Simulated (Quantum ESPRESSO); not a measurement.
**What a tighter setting buys: ecutwfc, TbS (Fm-3m, 2 atoms in the cell)**

```yaml
crystal:
  lattice:
    - [0.00000, 2.75800, 2.75800]
    - [2.75800, 0.00000, 2.75800]
    - [2.75800, 2.75800, 0.00000]
  atoms:
    - { symbol: Tb, position: [0.00000, 0.00000, 0.00000], spin: 6.0 }
    - { symbol: S, position: [0.50000, 0.50000, 0.50000] }
```
(The spins are starting values, not results.)

Method: LDA (PZ), SSSP 1.1.2 efficiency (PBE) pseudopotentials (plane waves; Quantum ESPRESSO).

Base settings: ecutwfc = 50 Ry; ecutrho = 400 Ry; occupations = smearing; smearing = gaussian; degauss = 0.0099958 Ry; nspin = 2; input_dft = pz; potentials = {Tb: Tb.GGA-PBE-paw-v1.0.UPF, S: s_pbe_v1.4.uspp.F.UPF}; K_POINTS = automatic 8 8 8 0 0 0; conv_thr = 1e-09 Ry.

Misses are taken against the tightest run, 100 Ry (ecutrho: 400 Ry → 800 Ry), which need not be fully converged itself. The energy is the free energy per atom.

The count of work is k-points × plane waves × bands × iterations; it is no time, and leaves out set-up, grids and terms that scale otherwise. Core times come from one kind of shared machine and are given to one figure; runs under 30 s give none.

The starting cell comes from a database of published, mostly measured structures (it also holds non-ambient and calculated ones), without a prior relaxation at this level. With one magnetic atom in the cell only a parallel order is possible. With U or open f shells several self-consistent states can exist. The f electrons are in the valence without U or exact exchange, which can misplace them near the Fermi level. Spin-orbit terms, which matter for f shells, are left out. In the base run, with a pressure of about -4 GPa the cell is away from its equilibrium volume at this level.

The runs (ecutwfc): 20 Ry (ecutrho: 400 Ry → 160 Ry) | 25 Ry (ecutrho: 400 Ry → 200 Ry) | 30 Ry (ecutrho: 400 Ry → 240 Ry) | 35 Ry (ecutrho: 400 Ry → 280 Ry) | 40 Ry (ecutrho: 400 Ry → 320 Ry) | 45 Ry (ecutrho: 400 Ry → 360 Ry) | 50 Ry | 57 Ry (ecutrho: 400 Ry → 456 Ry) | 65 Ry (ecutrho: 400 Ry → 520 Ry) | 75 Ry (ecutrho: 400 Ry → 600 Ry) | 88 Ry (ecutrho: 400 Ry → 704 Ry) | 100 Ry (ecutrho: 400 Ry → 800 Ry).

Q: Which is the coarsest setting among those run that, with all tighter ones, holds the energy within 2 meV/atom of the reference, and what does it save?

A: 57 Ry (ecutrho: 400 Ry → 456 Ry), off by 1.3 meV/atom; its saving against the reference is no more than about a factor of 2 in the count of work.

Q: Which is the coarsest setting among those run that, with all tighter ones, holds the energy within 1 meV/atom of the reference, and what does it save?

A: 65 Ry (ecutrho: 400 Ry → 520 Ry), off by 0.84 meV/atom; its saving against the reference is no more than about a factor of 2 in the count of work.

Q: For at most 0.2 times the reference's count of work, which run misses the energy least?

A: 30 Ry (ecutrho: 400 Ry → 240 Ry), with a miss of 38 meV/atom at a count of 0.17.

Q: What does the step from 25 Ry (ecutrho: 400 Ry → 200 Ry) to 45 Ry (ecutrho: 400 Ry → 360 Ry) buy?

A: It takes the miss in the energy from 66 to 5.1 meV/atom, for 2.5 times the count of work and roughly 3 times the time.

```csv
ecutwfc,energy less reference (meV/atom),pressure less reference (GPa),count of work / reference,core time / reference (rough)
20 Ry (ecutrho: 400 Ry → 160 Ry),172.74,-6.90,0.086,–
25 Ry (ecutrho: 400 Ry → 200 Ry),66.22,-0.83,0.13,0.1
30 Ry (ecutrho: 400 Ry → 240 Ry),37.67,-0.90,0.17,0.1
35 Ry (ecutrho: 400 Ry → 280 Ry),13.09,-0.44,0.22,0.2
40 Ry (ecutrho: 400 Ry → 320 Ry),5.74,0.00,0.24,0.2
45 Ry (ecutrho: 400 Ry → 360 Ry),5.05,-0.09,0.32,0.3
50 Ry,3.62,-0.09,0.40,0.3
57 Ry (ecutrho: 400 Ry → 456 Ry),1.34,-0.01,0.54,0.5
65 Ry (ecutrho: 400 Ry → 520 Ry),0.84,0.00,0.49,0.4
75 Ry (ecutrho: 400 Ry → 600 Ry),0.49,-0.03,0.73,0.8
88 Ry (ecutrho: 400 Ry → 704 Ry),0.10,0.07,0.83,0.9
100 Ry (ecutrho: 400 Ry → 800 Ry),0.00,0.00,1.0,1
```
